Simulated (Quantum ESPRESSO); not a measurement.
A user runs Quantum ESPRESSO on Te₂Au (Pc, 12 atoms in the cell) and asks whether the run is sound. The aim is a self-consistent single point with DFT, PBEsol, plane waves, GBRV 1.5 ultrasoft (PBESOL) pseudopotentials.

Input as run:

```fortran
&CONTROL
   calculation = 'scf'
   prefix = 'run'
   outdir = './tmp/'
   pseudo_dir = './'
   verbosity = 'high'
   tprnfor = .true.
   tstress = .true.
/
&SYSTEM
   ibrav = -12
   celldm(1) = 16.94324664
   celldm(2) = 0.4942951022
   celldm(3) = 1.1484678648
   celldm(5) = -0.5731203085
   nat = 12
   ntyp = 2
   ecutwfc = 40
   ecutrho = 80
   occupations = 'smearing'
   smearing = 'fd'
   degauss = 0.0073499
/
&ELECTRONS
   conv_thr = 1.0d-10
   mixing_beta = 0.4
/
ATOMIC_SPECIES
Te   127.6000  te_pbesol_v1.uspp.F.UPF
Au   196.9666  au_pbesol_v1.uspp.F.UPF
ATOMIC_POSITIONS {crystal}
Te    0.94198000    0.44342000    0.36383000
Te    0.94198000    0.55658000    0.86383000
Te    0.06435000    0.01409000    0.13770000
Te    0.06435000    0.98591000    0.63770000
Te    0.56397000    0.43547000    0.38759000
Te    0.56397000    0.56453000    0.88759000
Te    0.44261000    0.05092000    0.11674000
Te    0.44261000    0.94908000    0.61674000
Au    0.25254000    0.48903000    0.37538000
Au    0.25254000    0.51097000    0.87538000
Au    0.75285000    0.99587000    0.62636000
Au    0.75285000    0.00413000    0.12636000
K_POINTS {automatic}
3 5 3  0 0 0
```

Output (repeated stretches shortened):

```
     Message from routine set_cutoff:
     ecutrho < 4*ecutwfc, are you sure?
     G-vector sticks info
     --------------------
     sticks:   dense  smooth     PW     G-vecs:    dense   smooth      PW
     Sum         895     895    509                27275    27275   11549

   [... lines left out ...]
         5        Te     tau(   5) = (  0.5639700  0.4354700  0.3875900  )
         6        Te     tau(   6) = (  0.5639700  0.5645300  0.8875900  )
         7        Te     tau(   7) = (  0.4426100  0.0509200  0.1167400  )
         8        Te     tau(   8) = (  0.4426100  0.9490800  0.6167400  )
         9        Au     tau(   9) = (  0.2525400  0.4890300  0.3753800  )
        10        Au     tau(  10) = (  0.2525400  0.5109700  0.8753800  )
        11        Au     tau(  11) = (  0.7528500  0.9958700  0.6263600  )
        12        Au     tau(  12) = (  0.7528500  0.0041300  0.1263600  )

     number of k points=    15  Fermi-Dirac smearing, width (Ry)=  0.0073
                       cart. coord. in units 2pi/alat
        k(    1) = (   0.0000000   0.0000000   0.0000000), wk =   0.0444444
        k(    2) = (   0.0000000   0.0000000   0.3541818), wk =   0.0888889
        k(    3) = (   0.0000000   0.4046166   0.0000000), wk =   0.0888889
   [... 12 lines left out ...]

     Dense  grid:    27275 G-vectors     FFT dimensions: (  50,  24,  60)

     Initial potential from superposition of free atoms

     starting charge      91.9979, renormalised to      92.0000
     Self-consistent Calculation

     iteration #  1     ecut=    40.00 Ry     beta= 0.40

---- Real-time Memory Report at c_bands before calling an iterative solver
           232 MiB given to the printing process from OS
           186 MiB allocation reported by mallinfo(arena+hblkhd)
------------------

     Threshold (ethr) on eigenvalues was too large:
     Diagonalizing with lowered threshold

---- Real-time Memory Report at c_bands before calling an iterative solver
           372 MiB given to the printing process from OS
   [... lines left out ...]

---- Real-time Memory Report at c_bands before calling an iterative solver
           387 MiB given to the printing process from OS
           217 MiB allocation reported by mallinfo(arena+hblkhd)
------------------

     total energy              =    -670.54649168 Ry
     estimated scf accuracy    <          3.9E-10 Ry

     iteration # 15     ecut=    40.00 Ry     beta= 0.40

---- Real-time Memory Report at c_bands before calling an iterative solver
           387 MiB given to the printing process from OS
           217 MiB allocation reported by mallinfo(arena+hblkhd)
------------------
     End of self-consistent calculation

     the Fermi energy is     7.9414 ev

!    total energy              =    -670.54649168 Ry
     estimated scf accuracy    <          6.3E-11 Ry
     smearing contrib. (-TS)   =      -0.01020790 Ry
     internal energy E=F+TS    =    -670.53628377 Ry

     convergence has been achieved in  15 iterations

     Forces acting on atoms (cartesian axes, Ry/au):

     atom    1 type  1   force =     0.00228162   -0.00163721   -0.00134144
     atom    2 type  1   force =     0.00228162    0.00163721   -0.00134144
     atom    3 type  1   force =    -0.00057169   -0.00041560    0.00185135
     atom    4 type  1   force =    -0.00057169    0.00041560    0.00185135
   [... lines left out ...]

     Total force =     0.012766     Total SCF correction =     0.000017

          total   stress  (Ry/bohr**3)                   (kbar)     P=      -20.81
  -0.00014152   0.00000000  -0.00002238          -20.82        0.00       -3.29
   0.00000000  -0.00016411   0.00000000            0.00      -24.14        0.00
  -0.00002238   0.00000000  -0.00011882           -3.29        0.00      -17.48

   JOB DONE.
```

Q: Can these results be used? Check the input.

A: The run is not sound. The fault is a density cutoff or grid that is too coarse. The charge density holds wave vectors up to twice those of the orbitals (four times the energy cutoff), and augmentation charges need more still. To fix it, restore the density cutoff. The run converged in 15 iterations without an error; against the sound input the free energy drops by 17.3 meV/atom, the pressure goes from -3.43 to -2.08 GPa and the largest force goes from 0.135 to 0.130 eV/Å.

An input that runs soundly differs in these lines (not the only fix; some lines may just follow from the change or write a value another way):
```diff
-   ecutrho = 80
+   ecutrho = 320
```

With that input, the run converged in 15 iterations: free energy E − TS -9123.0416 eV; Fermi level (on the code's own zero) 7.93 eV; pressure -3.43 GPa; largest force (vector length) 0.135 eV/Å (DFT, PBEsol, plane waves, GBRV 1.5 ultrasoft (PBESOL) pseudopotentials).

On the sound input: the starting cell comes from a database of computed structures (which also holds hypothetical and non-ambient phases and stackings), without a prior relaxation at this level. With a pressure of about -3 GPa the cell is away from its equilibrium volume at this level. The run gives no clean gap (levels at the Fermi energy touch, overlap or are partly filled at this smearing), which alone does not show that the compound is a metal.
